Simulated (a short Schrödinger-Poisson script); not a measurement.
Structure: MOS inversion layer, Al2O3 on p-type Si(100), at 300 K.

```tsv
layer	material	thickness (nm)	Na (cm⁻³)
1	Al2O3	4.7	-
2	Si	890	2.3e17
```

The device is made up for the run: typed textbook-type constants, with dimensions and the other settings drawn at random. Al2O3: permittivity 9, conduction-band edge (eV) 2.7, gap (eV) 6.8, electron mass (mₑ) 0.3. Si: permittivity 11.7, conduction-band edge (eV) 0, gap (eV) 1.124, Nv at 300 K (cm⁻³) 3.1e19.

Channel valleys (confinement mass, in-plane density-of-states mass, number): Δ2 0.916, 0.19, 2; Δ4 0.19, 0.417, 4. At the gate the conduction-band edge of layer 1 lies 3.03 eV − eVg above the Fermi level of the channel; the field vanishes at the back. Gaps are held at their typed values at every temperature. Mesh 0.03 nm at interfaces.

Solved with a short Schrödinger-Poisson script written for these runs: 1D Poisson equation in equilibrium, electrons quantum, Hartree (BenDaniel-Duke, 12 states a valley, the channel's in-plane mass for all, wave functions free to enter the dielectric), parabolic valleys, classical holes, full ionisation, no traps, pinning or gate leakage.

Question: List the lowest subbands of each valley and their electrons at Vg = 1.9 V.

Answer: 
| valley | subband | energy from the Fermi level (meV) | electrons (cm⁻²) | share (%) |
|---|---|---|---|---|
| Δ2 | 0 | -43.7 | 7.63e12 | 64.1 |
| Δ2 | 1 | 61.8 | 3.60e11 | 3.0 |
| Δ2 | 2 | 117.1 | 4.40e10 | 0.4 |
| Δ4 | 0 | 37.4 | 3.80e12 | 32.0 |
| Δ4 | 1 | 152.7 | 4.89e10 | 0.4 |
| Δ4 | 2 | 228.5 | 2.61e9 | 0.0 |

All electrons: 1.19e13 cm⁻².
